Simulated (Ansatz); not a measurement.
## TaGe (model structure, started from the NiAs type, P6₃/mmc, No. 194, 4 atoms in the cell)

Calculation: PBE-D3(BJ) (Ansatz, a first-principles code, PAW).

Run with plane-wave cutoff 500 eV, 12×12×8 k mesh (along the axes of the cell as run), Fermi–Dirac smearing 0.05 eV, scalar-relativistic PAW data made under PBE.

Cell (relaxed at this level):

```
CELL_PARAMETERS angstrom
      3.04397     0.00000     0.00000
     -1.52199     2.63616     0.00000
      0.00000     0.00000     8.22363
ATOMIC_POSITIONS crystal
  Ta 0.00000 0.00000 0.00000
  Ta 0.00000 0.00000 0.50000
  Ge 0.33333 0.66667 0.25000
  Ge 0.66667 0.33333 0.75000
```

For TaGe (model structure, started from the NiAs type, P6₃/mmc, No. 194, 4 atoms in the cell), the band gap is none.

Note: the relaxation could raise the start's symmetry but not lower it, so the cell can be a saddle point.

Spin–orbit coupling is not included.

Computed values are for the static lattice.

A model structure was made by putting elements into a prototype or built by hand; it is no filed structure, need not be a known phase, and can be a saddle point held by its symmetry.
